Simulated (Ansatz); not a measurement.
System: 1T (CdI2-type) FeI2. Method: PBEsol (Ansatz, a program for electronic structure, plane waves, PAW).

Numerical settings: plane-wave cutoff 500 eV, 12×12×6 k mesh (along the axes of the cell as run), Fermi–Dirac smearing 0.05 eV, spin-polarised start, scalar-relativistic PAW data made under PBE.

Computed at the level's own relaxed cell.

Q: Predict the volume per atom, equilibrium lattice constant a and c axis length.

A: 
- volume per atom: 30.16 Å³/atom
- equilibrium lattice constant a: 3.906 Å
- c axis length: 6.846 Å

Note: the magnetic order was assumed, not searched for or taken from measurement; the cell comes from a level without a dispersion term, which matters for the spacing of layers, chains or molecules; the volume lies 5 % below that of the published cell; the cell has widely spaced layers and the level no dispersion term, so their spacing and the moduli can rest on weak binding.

Spin–orbit coupling is not included.

Static lattice: no zero-point or thermal effects.

It cost about 18 core-minutes (a rough figure) of CPU time.
